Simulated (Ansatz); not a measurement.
A working Ansatz (a program for electronic structure) input for CeAlCu₂Ni₂ (Cmmm, 6 atoms in the cell) (DFT, PBEsol, plane waves, default PAW files made with PBE):

Ansatz 0.2 input:
```yaml
# CeAl(CuNi)2
crystal:
  lattice:
    - [2.577289, -4.290690, 0.000000]
    - [2.577289, 4.290690, 0.000000]
    - [0.000000, 0.000000, 4.151832]
  atoms:
    - { symbol: Ce, position: [0.000000, 0.000000, 0.000000], spin: 1.0 }
    - { symbol: Al, position: [0.500000, 0.500000, 0.500000] }
    - { symbol: Cu, position: [0.500000, 0.000000, 0.500000] }
    - { symbol: Cu, position: [0.000000, 0.500000, 0.500000] }
    - { symbol: Ni, position: [0.664180, 0.335820, 0.000000] }
    - { symbol: Ni, position: [0.335820, 0.664180, 0.000000] }
basis:
  ecutwfc: 420.0
kpoints:
  mp_grid:
    grid: [6, 6, 7]
    shift: [0.5, 0.5, 0.5]
hamiltonian:
  xc: pbesol
  pseudopotentials:
    kind: paw
magnetization:
  spin_polarized: true
scf:
  occupations:
    method: cold
    width: 0.136
output:
  forces: true
  eigenvalues: true
  stress: true
```

The run converged, with 46 iterations in all over 2 SCF loops: free energy E − TS (on the zero of these files) -31798.8121 eV; Fermi level (on the code's own zero) 14.36 eV; pressure -6.56 GPa; largest force (vector length) 0.028 eV/Å; size of the cell's spin moment 0.00 μB. Each of these slips is then made, one at a time:

(1)
```diff
+  max_iter: 40
+  convergence:
+    dr2_threshold: 1.0e-22 eV
```

(2)
```diff
+  convergence:
+    dr2_threshold: 1.0e+00 eV
```

(3)
```diff
+  spin_orbit: true
```

Task: What happens in each case?

Result: 
(1) A threshold far tighter than needed, beside a limit on iterations. The run ended unconverged after 38 iterations.
```
did not converge after 38 iterations: dr2 = 4.83e-10 (threshold 1.00e-22), under the density mixer `msr1`, which `scf.mixing.algorithm: auto` chose by the deck's other keys (type `scf.mixing.algorithm: msr1` to keep it); raise `scf.max_iter`, which need not help a stalled SCF, or adjust the mixing (`scf.mixing`) or, under a smearing, its width (`sc [...]
```

(2) A convergence threshold that is too loose. The run converged, with 19 iterations in all over 2 SCF loops, and against the sound input the free energy is nearly the same (within 1 meV/atom), the pressure hardly changes (-6.56 to -6.59 GPa) and the largest force moves little (0.028 to 0.025 eV/Å). The full log also holds (shortened here): “iter 15 did not close the SCF: its close was put off for a magnetic moment that had not settled (scf_convergence_deferred on its scf_iter line)”.

(3) Spin-orbit coupling without the non-collinear switch. The program stopped before any SCF iteration, with the message: Error: inconsistent input (magnetization.spin_orbit, magnetization.noncollinear): true requires noncollinear: true — spin–orbit coupling acts on 2-spinor wavefunctions; set both flags.

The starting cell comes from a database of computed structures (which also holds hypothetical and non-ambient phases and stackings), without a prior relaxation at this level. Its lattice was rescaled by a random factor within 2.5 % of one. The starting moments vanished: the run ended non-magnetic, which need not be the lowest state. The f electrons are in the valence without U or exact exchange, which can misplace them near the Fermi level. Spin-orbit terms, which matter for f shells, are left out. The program warned that a starting moment was not kept. In the base run, with a pressure of about -7 GPa the cell is away from its equilibrium volume at this level. Ansatz's pressure includes its estimate of the finite-basis (Pulay) stress.

Left out of this page: 3 runs of the series with a known weakness of the program.
